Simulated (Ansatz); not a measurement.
Base system: SiO$_{2}$ (space group P3_121, No. 152).

```xyz
9
Lattice="4.9494 0.0000 0.0000 -2.4747 4.2863 0.0000 0.0000 0.0000 5.4419" Properties=species:S:1:pos:R:3 pbc="T T T"
Si     2.3286     0.0000     4.5349
Si    -1.1643     2.0166     0.9070
Si     1.3104     2.2697     2.7210
O      1.3820     1.1431     3.8870
O      3.2684     0.6253     0.2591
O      2.7736     2.5179     2.0731
O     -1.0927     3.1432     5.1828
O      0.2990     1.7684     1.5549
O      0.7938     3.6610     3.3689
```

Method: PBEsol, PAW, 420 eV (Ansatz, an electronic-structure program; no spin-orbit coupling).

Before the change:

The band gap is 5.72 eV. The gap character is indirect, K → Γ.

Perturbation: a hydrostatic pressure of 30 GPa.

### Question
What does the calculation give for the band gap and gap character after the change?

### Answer
The band gap rises by 0.97 eV, from 5.72 eV to 6.69 eV; the gap character changes from indirect, K → Γ to indirect, M → Γ.

Load acts through the strain it causes; cell and atoms are relaxed under it. No phonon test of stability was made. Competing high-pressure phases were not computed.
